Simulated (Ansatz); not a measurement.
# A computed series for BP: response to strain

The parent structure is BP in the zinc blende structure (space group F-43m, No. 216; a = 4.520 Å). Axes: x, y, z lie along the cube axes.

Strains are applied to the cell and any free atomic positions relax; under biaxial strain the out-of-plane vector relaxes too.

The values are results of Ansatz (a program for electronic structure), PBEsol, PAW, cutoff 420 eV, no spin-orbit coupling, not measurements.

Notes on the quantities. energy relative to the base: free energy F.

| biaxial strain, plane normal [001], relaxed out of plane (%) | energy relative to the base (meV/atom) |
|---|---|
| -3 | 26.8 |
| -2.5 | 18.4 |
| -2 | ? |
| -1.5 | 6.5 |
| -1 | 2.9 |
| -0.5 | 0.7 |
| 0 | 0.0 |

Task: Fit ΔE = Aε² + Bε³ (ε in %) to the rows shown and predict the withheld row.

Result: Least squares on the printed values gives A = 2.80 and B = -0.058 meV/atom (largest residual 0.0 meV/atom); this predicts 11.7 meV/atom, and the run gives 11.7 meV/atom, in agreement.

Stability against distortions was not tested.
